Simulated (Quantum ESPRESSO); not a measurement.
# Short convergence ladders for Cr (P-3m1, 2 atoms in the cell)

```
CELL_PARAMETERS angstrom
      2.43626     0.00000     0.00000
     -1.21813     2.10986     0.00000
      0.00000     0.00000     4.46821
ATOMIC_POSITIONS crystal
  Cr 0.33333 0.66667 0.26119
  Cr 0.66667 0.33333 0.75000
```

Base method: LDA (PZ), GBRV 1.5 ultrasoft (LDA) pseudopotentials (plane waves; Quantum ESPRESSO).

Base settings: ecutwfc = 50 Ry; ecutrho = 400 Ry; occupations = smearing; smearing = gaussian; degauss = 0.0073499 Ry; potentials = {Cr: cr_lda_v1.5.uspp.F.UPF}; K_POINTS = automatic 9 9 5 0 0 0; conv_thr = 1e-10 Ry; mixing_beta = 0.3.

The count of work is k-points × plane waves × bands × iterations; it is no time. Core times come from one kind of shared machine, to one figure; runs under 30 s give none.

**Shifted k-point meshes**

Only quantities that move along the ladder and can be compared are tabulated.

| K_POINTS | free energy less the last step's (meV/atom) | pressure (GPa) | largest difference of a force vector from the last step's (eV/Å) | count of work / last | core time / last (rough) |
|---|---|---|---|---|---|
| automatic 3 3 2 1 1 1 | -25.36 | -5.46 | 0.017 | 0.0099 | – |
| automatic 5 5 2 1 1 1 | 12.68 | -5.05 | 0.001 | 0.019 | – |
| automatic 6 6 3 1 1 1 | 15.96 | -5.94 | 0.033 | 0.042 | – |
| automatic 7 7 4 1 1 1 | 8.33 | -5.94 | 0.006 | 0.083 | 0.1 |
| automatic 9 9 4 1 1 1 | 7.63 | -5.67 | 0.005 | 0.12 | 0.1 |
| automatic 18 18 9 1 1 1 | 0.00 | -6.08 | 0.000 | 1.0 | 1 |

Coarsest K_POINTS that holds the free energy within 5 meV/atom: not settled: the last two steps still differ by 7.6 meV/atom, over half the tolerance, so the ladder does not show it.

Coarsest K_POINTS that holds the pressure within 0.5 GPa: not settled: the last two steps still differ by 0.41 GPa, over half the tolerance, so the ladder does not show it.

Coarsest K_POINTS that holds the forces within 0.02 eV/Å of the last step, with all finer ones: automatic 7 7 4 1 1 1, at 0.083 of the last step's count of work and about 0.1 of the last step's time; the step before is off by 0.033 eV/Å.

**The k-point mesh at a smearing width of 0.3 eV**

In this ladder: degauss = 0.02205 Ry.

Only quantities that move along the ladder and can be compared are tabulated.

```csv
K_POINTS,free energy less the last step's (meV/atom),pressure (GPa),largest difference of a force vector from the last step's (eV/Å),count of work / last,core time / last (rough)
automatic 5 5 3 0 0 0,-32.99,-6.36,0.024,0.018,–
automatic 8 8 4 0 0 0,-6.45,-6.22,0.003,0.049,–
automatic 11 11 6 0 0 0,-1.64,-5.73,0.009,0.12,0.1
automatic 17 17 8 0 0 0,0.07,-5.69,0.001,0.35,0.4
automatic 25 25 12 0 0 0,0.00,-5.71,0.000,1.0,1
```

Coarsest K_POINTS that holds the free energy within 1 meV/atom of the last step, with all finer ones: automatic 17 17 8 0 0 0, at 0.35 of the last step's count of work and about 0.4 of the last step's time; the step before is off by 1.6 meV/atom.

Coarsest K_POINTS that holds the forces within 0.02 eV/Å of the last step, with all finer ones: automatic 8 8 4 0 0 0, at 0.049 of the last step's count of work; the step before is off by 0.024 eV/Å.

Coarsest K_POINTS that holds the pressure within 0.1 GPa of the last step, with all finer ones: automatic 11 11 6 0 0 0, at 0.12 of the last step's count of work and about 0.1 of the last step's time; the step before is off by 0.51 GPa.

**The number of bands**

The mesh stays at the base's, so the ladder's end is converged at best in this setting alone.

Only quantities that move along the ladder and can be compared are tabulated.

| nbnd | free energy less the last step's (meV/atom) | pressure (GPa) | largest difference of a force vector from the last step's (eV/Å) | count of work / last |
|---|---|---|---|---|
| 14 | 122.75 | -2.31 | 0.008 | 1.9 |
| 16 | 0.00 | -6.40 | 0.000 | 0.60 |
| 18 | 0.00 | -6.42 | 0.000 | 0.60 |
| 24 | 0.00 | -6.41 | 0.000 | 0.57 |
| 46 | 0.00 | -6.41 | 0.000 | 1.0 |

Coarsest nbnd that holds the pressure within 1 GPa of the last step, with all finer ones: 16; the step before is off by 4.1 GPa.

Coarsest nbnd that holds the forces within 0.005 eV/Å of the last step, with all finer ones: 16; the step before is off by 0.008 eV/Å.

Coarsest nbnd that holds the free energy within 2 meV/atom of the last step, with all finer ones: 16; the step before is off by 120 meV/atom.

On the base run: the starting cell comes from a database of computed structures (which also holds hypothetical and non-ambient phases and stackings), without a prior relaxation at this level. Its lattice was rescaled by up to half a per cent. One atom was moved a little off its site on purpose. Spin polarisation is off. In the base run, with a pressure of about -6 GPa the cell is away from its equilibrium volume at this level.
